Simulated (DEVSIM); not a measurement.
System: abrupt CdTe n-p junction, at 300 K.

Layer 1 from the left is CdTe, thickness (μm) 53.0, Nd (cm⁻³) 6.6e15, τn (s) 4.2e-8, τp (s) 4.2e-8. Layer 2 from the left is CdTe, thickness (μm) 2.80, Na (cm⁻³) 2.8e16, τn (s) 4.2e-8, τp (s) 4.2e-8.

Left contact: ohmic. Right contact: ohmic. Voltage is applied to the left contact. Recombination: SRH at mid-gap, radiative, Auger. Mobility is μmin + (μ − μmin)/(1 + (N/Nref)^α).

Constants are typed, rounded textbook-type inputs, not results; the design itself was drawn at random and stands for no fabricated device. Values at 300 K.

CdTe: gap (eV) 1.5, affinity (eV) 4.28, permittivity 10.2, Nc (cm⁻³) 8e17, Nv (cm⁻³) 1.8e19, μn (cm²/Vs) 1000, μp (cm²/Vs) 80, μn,min 100, μp,min 10, Nref,n 1e17, Nref,p 1e17, αn 0.6, αp 0.6, B (cm³/s) 1e-10, Cn (cm⁶/s) 1e-30, Cp (cm⁶/s) 1e-30.

### Question
Estimate by hand the built-in potential, the peak field at zero bias, the capacitance at 6 V, and compare with a numerical solution.

### Answer

- Built-in potential: ni = √(Nc Nv) exp(−Eg/2kT) = 954000 cm⁻³ with Eg = 1.500 eV; Vbi = kT/q ln(Na Nd/ni²) = 1.209 V; numerical 1.209 V.
- Peak field at zero bias: depletion approximation: W = √(2εVbi/(qN)) = 0.505 μm with N = 5.34e15 cm⁻³; field = 2Vbi/W = 47900 V/cm; numerical 46800 V/cm (estimate above by 2.2 %).
- Capacitance at 6 V: C = √(qεN / 2(Vbi + |V|)) = 7.32 nF/cm²; numerical 7.35 nF/cm².

DEVSIM, 1D drift-diffusion, Boltzmann statistics, complete ionisation; no tunnelling, impact ionisation, image-force lowering or self-heating.
